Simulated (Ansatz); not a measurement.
## P under a change: P → Ir

The reference is P in the black-P type structure (space group Cmce, No. 64; a = 3.302 Å, b = 10.691 Å, c = 4.467 Å; layered, stacked along the Cartesian y axis).

Now apply this change: full substitution P → Ir, then cell and atoms are relaxed.

Level of theory: r2SCAN+rVV10, PAW, 500 eV (Ansatz, a quantum-chemistry and plane-wave program; no SOC), earlier PAW set. k-mesh 24×24×24 (Γ-centred); smearing 0.05 eV (Fermi–Dirac), for the changed cell.

* **Volume per atom**: 15.56 Å³ (base 19.71 Å³)
* **Density**: 20.51 g/cm³ (base 2.61 g/cm³)
* **Space group**: I4/mmm (No. 139) (base Cmce (No. 64))
* **Shortest interatomic distance**: 2.441 Å (base 2.213 Å)
* **Band gap**: zero (base zero)

Cost of the whole job for the changed cell (relaxation, final SCF and bands): around 16 core-minutes (rough).

Whether these cells are dynamically stable was not tested. As relaxed here, Ir is a hypothetical phase, not in the database extracts checked. All final runs are without spin polarisation. Gaps under 0.05 eV, about the width of the smearing, are given as zero. The zero or small gap of P can change with the level of theory.
